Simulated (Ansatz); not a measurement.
# A computed series for LiF: response to strain

Start from LiF in the rock salt structure (space group Fm-3m, No. 225; a = 4.008 Å). Axes: x, y, z lie along the cube axes.

Strains are applied to the cell and any free atomic positions relax; under biaxial strain the out-of-plane vector relaxes too.

Level of theory: Kohn–Sham DFT with the PBEsol functional, run in Ansatz (an electronic-structure program) with PAW and 420 eV plane waves, no SOC.

Notes on the quantities. energy relative to the base: free energy F.

| biaxial strain, plane normal [001], relaxed out of plane (%) | energy relative to the base (meV/atom) |
|---|---|
| 0 | 0.0 |
| 0.5 | ? |
| 1 | 0.7 |
| 1.5 | 1.5 |
| 2 | 2.5 |
| 2.5 | 3.9 |
| 3 | 5.5 |

Fit ΔE = Aε² + Bε³ (ε in %) to the rows shown and predict the withheld row.

Least squares on the printed values gives A = 0.691 and B = -0.027 meV/atom (largest residual 0.0 meV/atom); this predicts 0.2 meV/atom, and the run gives 0.2 meV/atom, in agreement.

Stability against distortions was not tested.
